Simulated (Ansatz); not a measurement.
Consider SiC in the zinc blende structure (space group F-43m, No. 216; a = 4.357 Å). Axes: x, y, z lie along the cube axes.

Level of theory: plane-wave PAW DFT at the PBEsol level (Ansatz, a program for electronic structure, 420 eV), without spin-orbit coupling.

Before the change:

The valence-band top at Γ comes out as 0.00, 0.00, 0.00 eV. The valley order is X along ⟨100⟩ 1.24 eV and the smallest direct gap comes out as 4.45 eV. The shortest interatomic distance is 1.887 Å.

Modification: a pure shear with ε_xy = ε_yx = 0.0029; the atoms relax in the strained cell.

Q: What does the calculation give for the valence-band top at Γ after the change?

A: The valence-band top at Γ (three highest levels, from the VBM) becomes 0.00, -0.03, -0.06 eV (base: 0.00, 0.00, 0.00 eV).

Q: Predict the new valley order.

A: The valley order (the lowest conduction-band minima on the path, energy above the VBM, named in the base's zone) becomes X along [001] 1.21 eV; X along [010] 1.21 eV (base: X along ⟨100⟩ 1.24 eV).

Q: What happens to the smallest direct gap?

A: The smallest direct gap shrinks by 0.05 eV to 4.40 eV.

Q: How does this affect the stress?

A: The stress (xx, yy, zz, yz, xz, xy; compression positive) amounts to (0.00, 0.00, -0.01, 0.00, 0.00, -1.41) GPa.

Q: Estimate the effect on the shortest interatomic distance.

A: The shortest interatomic distance decreases by 0.0022 Å (1.887 Å → 1.884 Å).

Stability against distortions was not tested.
